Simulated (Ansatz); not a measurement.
# How the bulk modulus B0 of PbS (model structure, started from the zincblende type, F-43m, No. 216, 2 atoms in the cell) moves with the method

No measured value is used here.

| level (code) | value (GPa) | cell (Å³/atom) |
|---|---|---|
| LDA (Ansatz) | 42.1 | 33.93 |
| PBE (Ansatz) | 35.4 | 36.70 |
| PBEsol (Ansatz) | 39.0 | 35.01 |
| r²SCAN (Ansatz) | … | 35.95 |

Task: Fill in the missing entries.

Result: 
- r²SCAN (Ansatz, an electronic-structure program), value (GPa): 38.6

Density-functional levels without +SOC have no spin–orbit coupling. LDA, PBE, PBEsol, r²SCAN: the bulk modulus is −V dP/dV from two relaxed cells at ±2 % in volume. Each level is taken at its own relaxed cell. Cutoffs differ between the levels. Ansatz's density-functional and Hartree–Fock values are scalar-relativistic unless marked +SOC, with PAW data made under PBE.

A model structure was made by putting elements into a prototype or built by hand; it is no filed structure, need not be a known phase, and can be a saddle point held by its symmetry.
